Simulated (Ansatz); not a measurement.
The structure below was relaxed with PBEsol in Ansatz (plane waves to 420 eV, PAW, scalar-relativistic without spin-orbit coupling), earlier PAW set.

```yaml
crystal:
  lattice:
    - [0.00000, 2.88449, 2.88449]
    - [2.88449, 0.00000, 2.88449]
    - [2.88449, 2.88449, 0.00000]
  atoms:
    - { symbol: Tl, position: [0.00000, 0.00000, 0.00000] }
    - { symbol: Au, position: [0.50000, 0.50000, 0.50000] }
```

Q: Find the space group and the Wyckoff positions.

A: Space group Fm-3m (No. 225); a = 5.769 Å, b = 5.769 Å, c = 5.769 Å, α = 90.00°, β = 90.00°, γ = 90.00°

```csv
atom,site,symmetry,x,y,z
Tl,4a,m-3m,0.0000,0.0000,0.0000
Au,4b,m-3m,0.5000,0.5000,0.5000
```

Q: Describe the coordination.

A: The crystal has 8 atoms in its conventional cell. Cell: a = b = c = 5.7690 Å, α = β = γ = 90.00°. Tl is surrounded by 6 Au at 2.884 Å (octahedral). Au has 6 Tl at 2.884 Å (octahedral). (Neighbours: up to the widest gap in distance over summed covalent radii, below 1.35, at either atom.)

Stability against distortions was not tested. The cell was made from TlBr by this change: Br → Au; the result is a hypothetical phase, not in the database extracts checked.

Ansatz is a quantum-chemistry and plane-wave program.
